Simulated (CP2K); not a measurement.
Input and output of a self-consistent single point for YAu (Cmcm, 4 atoms in the cell) (CP2K).

Method: PBEsol, GPW, DZVP-MOLOPT-SR-GTH basis, GTH-PBE potentials (GTH_POTENTIALS) in CP2K 2026.2.

The change in words: lattice scaled by 0.98. Reference geometry:
```
CELL_PARAMETERS angstrom
      5.78369     0.00000     0.00000
     -4.57059     3.54412     0.00000
      0.00000     0.00000     4.64123
ATOMIC_POSITIONS crystal
  Y  0.86155 0.13845 0.75000
  Y  0.13845 0.86155 0.25000
  Au 0.58712 0.41288 0.75000
  Au 0.41288 0.58712 0.25000
```

Reference input (self-consistent single point, DFT PBEsol, GPW, DZVP-MOLOPT-SR-GTH basis, GTH-PBE potentials (GTH_POTENTIALS)): CUTOFF = 500 Ry; REL_CUTOFF = 40 Ry; SMEAR/METHOD = FERMI_DIRAC; ELECTRONIC_TEMPERATURE = 1160.45 K; KPOINTS/SCHEME = MONKHORST-PACK 6 6 5; GAMMA_CENTERED = T; XC_FUNCTIONAL = PBE:PBESOL; Y/BASIS_SET = DZVP-MOLOPT-SR-GTH-q11; Y/POTENTIAL = GTH-PBE-q11; Au/BASIS_SET = DZVP-MOLOPT-SR-GTH-q11; Au/POTENTIAL = GTH-PBE-q11; METHOD = GPW. This run's input differs from it in these lines:

```diff
@@ -66,5 +66,5 @@
     &CELL
-      A 5.78369200 0.00000000 0.00000000
-      B -4.57059400 3.54411600 0.00000000
-      C 0.00000000 0.00000000 4.64123000
+      A 5.66801900 0.00000000 0.00000000
+      B -4.47918300 3.47323400 0.00000000
+      C 0.00000000 0.00000000 4.54840500
       PERIODIC XYZ
@@ -72,6 +72,6 @@
     &COORD
-      Y        4.35014110     0.49068286     3.48092250
-      Y       -3.13704310     3.05343314     1.16030750
-      Au       1.50861440     1.46329461     3.48092250
-      Au      -0.29551640     2.08082139     1.16030750
+      Y        4.26313888     0.48086925     3.41130375
+      Y       -3.07430288     2.99236475     1.13710125
+      Au       1.47844224     1.43402885     3.41130375
+      Au      -0.28960624     2.03920515     1.13710125
     &END COORD
```

Log, with long lists cut:

```
 SCF WAVEFUNCTION OPTIMIZATION

  Step     Update method      Time    Convergence         Total energy    Change
     1 NoMix/Diag. 0.20E+00      -     1.47695814      -143.4371193447 -1.43E+02
     2 Broy./Diag. 0.20E+00      -     0.16665857      -147.0027341576 -3.57E+00
     3 Broy./Diag. 0.20E+00      -     0.09032038      -144.7300122398  2.27E+00
     4 Broy./Diag. 0.20E+00      -     0.06349861      -143.3019246804  1.43E+00
     5 Broy./Diag. 0.20E+00      -     0.01313893      -142.8112580620  4.91E-01
     6 Broy./Diag. 0.20E+00      -     0.00913804      -142.9823575526 -1.71E-01
   [... 6 lines left out ...]
    13 Broy./Diag. 0.20E+00      -     0.00000293      -143.0242382064  1.53E-04
    14 Broy./Diag. 0.20E+00      -     0.00000092      -143.0242367174  1.49E-06
    15 Broy./Diag. 0.20E+00      -     0.00000048      -143.0242414272 -4.71E-06
    16 Broy./Diag. 0.20E+00      -     0.00000005      -143.0242432773 -1.85E-06
  *** SCF run converged in    16 steps ***

  Overlap energy of the core charge distribution:               0.00000000117220
  Self energy of the core charge distribution:               -259.42655016550088
  Core Hamiltonian energy:                                     67.94302716580344
  Hartree energy:                                              68.94264970819964
  Exchange-correlation energy:                                -20.48006807044208
  Electronic entropic energy:                                  -0.00330191646958
  Fermi energy:                                                 0.37198394944960

  Total energy:                                              -143.02424327727221
  Total energy (extrapolated to T->0):                       -143.02259231903741

                     Mulliken Population Analysis

   [... lines left out ...]

 STRESS| Analytical stress tensor [bar]
 STRESS|                        x                   y                   z
 STRESS|      x        5.54540331481E+04  -4.06759585383E+03  -3.61836698982E-08
 STRESS|      y       -4.06759585383E+03   4.49622330506E+04   2.09507728859E-08
 STRESS|      z       -3.61836698982E-08   2.09507728859E-08   5.62063815132E+04
 STRESS| 1/3 Trace                                             5.22075492373E+04
```

The run converged in 16 iterations. Against the reference run the free energy rises by 16.7 meV/atom, the pressure goes from -1.04 to 5.22 GPa and the largest force goes from 0.054 to 0.164 eV/Å.

The starting cell comes from a database of computed structures (which also holds hypothetical and non-ambient phases and stackings), without a prior relaxation at this level. For this run, on top of that: lattice scaled by 0.98. Values carry the incompleteness of an atom-centred basis. The potentials were made for another functional than the one used. With a pressure of about 5 GPa the cell is away from its equilibrium volume at this level.

Cost on one core of a shared machine: roughly 3 min.
